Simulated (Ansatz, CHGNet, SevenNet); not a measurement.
## SiGe (model structure, started from the WC type, P-6m2, No. 187, 2 atoms in the cell): properties by level of theory

| level (code) | equilibrium lattice constant a (Å) | lattice parameter c (Å) |
|---|---|---|
| CHGNet 0.3.0 | ___ | 3.453 |
| CHGNet-r²SCAN | ___ | ___ |
| SevenNet-0 | 3.598 | ___ |
| LDA (Ansatz) | 3.541 | 3.200 |
| r²SCAN (Ansatz) | 3.642 | 3.153 |
| r²SCAN+rVV10 (Ansatz) | ___ | 3.150 |

### Question
Complete the blanks.

### Answer

- CHGNet 0.3.0, equilibrium lattice constant a (Å): 3.439
- CHGNet-r²SCAN, equilibrium lattice constant a (Å): 3.492
- CHGNet-r²SCAN, lattice parameter c (Å): 3.276
- SevenNet-0, lattice parameter c (Å): 3.269
- r²SCAN+rVV10 (Ansatz, a first-principles code), equilibrium lattice constant a (Å): 3.627

Ansatz's density-functional and Hartree–Fock values are scalar-relativistic unless marked +SOC, with PAW data made under PBE.

The computed numbers hold no vibrational or temperature effects.

A model structure was made by putting elements into a prototype or built by hand; it is no filed structure, need not be a known phase, and can be a saddle point held by its symmetry.
